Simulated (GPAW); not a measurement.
GPAW run on Mg₃CdO₄ (P1, 8 atoms in the cell): self-consistent single point.

Computed with PBEsol, GPAW PAW datasets PBEsol (made by gpaw-setup) (plane waves; GPAW).

The change in words: atoms moved at random. Reference geometry:
```yaml
crystal:
  lattice:
    - [4.44664, 0.00000, 0.00000]
    - [0.00000, 4.44664, 0.00000]
    - [0.00000, 0.00000, 4.44664]
  atoms:
    - { symbol: Mg, position: [0.00000, 0.50000, 0.50000] }
    - { symbol: Mg, position: [0.50000, 0.00000, 0.50000] }
    - { symbol: Mg, position: [0.50000, 0.50000, 0.00000] }
    - { symbol: Cd, position: [0.00000, 0.00000, 0.00000] }
    - { symbol: O, position: [0.50000, 0.00000, 0.00000] }
    - { symbol: O, position: [0.00000, 0.50000, 0.00000] }
    - { symbol: O, position: [0.00000, 0.00000, 0.50000] }
    - { symbol: O, position: [0.50000, 0.50000, 0.50000] }
```

Reference input (self-consistent single point, DFT PBEsol, plane waves, GPAW PAW datasets PBEsol (made by gpaw-setup)): mode = pw; ecut = 900 eV; xc = PBEsol; kpts = 6 6 6; mesh shift (steps) = 0 0 0; occupations.name = fermi-dirac; occupations.width = 0 eV; nbands = -4; convergence.forces = 0.001 eV/Å; convergence.bands = -2; symmetry.symmorphic = false; symmetry.tolerance = 0.0005. This run's input differs from it in these lines:

```diff
@@ -8,10 +8,10 @@
                     [0.000000, 0.000000, 4.446640]],
-              scaled_positions=[[0.000000, 0.500000, 0.500000],
-                                [0.500000, 0.000000, 0.500000],
-                                [0.500000, 0.500000, 0.000000],
-                                [0.000000, 0.000000, 0.000000],
-                                [0.500000, 0.000000, 0.000000],
-                                [0.000000, 0.500000, 0.000000],
-                                [0.000000, 0.000000, 0.500000],
-                                [0.500000, 0.500000, 0.500000]],
+              scaled_positions=[[0.007043, 0.500892, 0.508463],
+                                [0.480749, -0.000320, 0.498028],
+                                [0.492002, 0.496795, -0.017598],
+                                [-0.001803, -0.000543, 0.007069],
+                                [0.493257, -0.006904, 0.004091],
+                                [0.012825, 0.491187, -0.007443],
+                                [0.007219, 0.018314, 0.514400],
+                                [0.508708, 0.500578, 0.492989]],
               pbc=True)
```

Log, with long lists cut:

```
     iter     time        total  log10-change:
                         energy   eigst   dens  force
iter:   1 --:--:--   -51.712125   +0.34
iter:   2 --:--:--   -50.222014   -0.47  -1.01
iter:   3 --:--:--   -46.543155   -0.00  -1.07
iter:   4 --:--:--   -47.804863   +0.09  -1.34
iter:   5 --:--:--   -46.251259   -0.91  -1.41
iter:   6 --:--:--   -46.280459   -2.23  -1.88
iter:   7 --:--:--   -46.300773   -2.52  -2.32
iter:   8 --:--:--   -46.272484c  -2.99  -2.16
iter:   9 --:--:--   -46.271358c  -3.79  -2.39
iter:  10 --:--:--   -46.261265c  -2.68  -2.44
iter:  11 --:--:--   -46.261466c  -3.85  -3.61
iter:  12 --:--:--   -46.261389c  -4.94  -3.42
   [... 2 lines left out ...]
iter:  15 --:--:--   -46.261292c  -6.06  -3.66
iter:  16 --:--:--   -46.261276c  -6.24  -3.77
iter:  17 --:--:--   -46.261252c  -5.40  -3.78
iter:  18 --:--:--   -46.261257c  -5.93  -3.89
iter:  19 --:--:--   -46.261257c  -6.98  -4.24c
iter:  20 --:--:--   -46.261256c  -6.57  -4.27c
iter:  21 --:--:--   -46.261255c  -7.84c -4.42c
iter:  22 --:--:--   -46.261256c  -6.54  -4.52c
iter:  23 --:--:--   -46.261256c  -7.79c -4.69c -2.58
iter:  24 --:--:--   -46.261256c  -7.34  -4.76c
iter:  25 --:--:--   -46.261256c  -7.52c -4.91c -2.96
iter:  26 --:--:--   -46.261256c  -7.84c -4.85c -3.09c
Converged after 26 iterations.

Dipole moment: (-3.896743, -1.768271, 0.924010) |e|*Ang

Energy contributions relative to reference atoms: (reference = -176551.234090)

Kinetic:        +53.212102
Potential:      -47.791345
External:        +0.000000
XC:             -52.416575
Entropy (-ST):   +0.000000
Local:           +0.734562
SIC:             +0.000000
--------------------------
Free energy:    -46.261256
Extrapolated:   -46.261256

Showing only first 2 kpts
 Kpt  Band  Eigenvalues  Occupancy
  0    31      4.21570    2.00000
  0    32      4.22465    2.00000
  0    33      6.98066    0.00000
  0    34     11.22049    0.00000

  1    31      4.14147    2.00000
  1    32      4.15190    2.00000
  1    33      7.70654    0.00000
  1    34     11.50775    0.00000

Fermi level: 6.50562

Gap: 0.950 eV
Transition (v -> c):
   [... lines left out ...]
Direct gap: 2.756 eV
   [... lines left out ...]
  2 Mg    0.30048    0.03437    0.44240
  3 Cd   -0.49489   -0.37118    0.33725
  4 O     0.40447    0.04403   -0.14483
  5 O    -0.17309    0.61373    0.06994
  6 O    -0.07949   -0.42260   -0.59611
  7 O    -0.21642    0.09977    0.21313

Stress tensor:
     0.025183    -0.000429    -0.001150
    -0.000429     0.029016     0.000253
    -0.001150     0.000253     0.029001
Stress (GPa, Voigt): [ 4.0348  4.6488  4.6466  0.0406 -0.1843 -0.0687]
```

The run converged in 26 iterations. GPAW prints stress with tension positive. Against the reference run the free energy goes up by 14.7 meV/atom, the largest force goes from 0.000 to 0.735 eV/Å and the gap on the mesh moves little (0.949 to 0.950 eV).

At such cutoffs GPAW's stress carries a finite-basis (Pulay) error, which enters relaxed cells too; its log prints stress with tension positive.

The starting cell comes from a database of computed structures (which also holds hypothetical and non-ambient phases and stackings), without a prior relaxation at this level. For this run, on top of that: atoms moved at random.

Cost on one core of a shared machine: roughly 5 min.
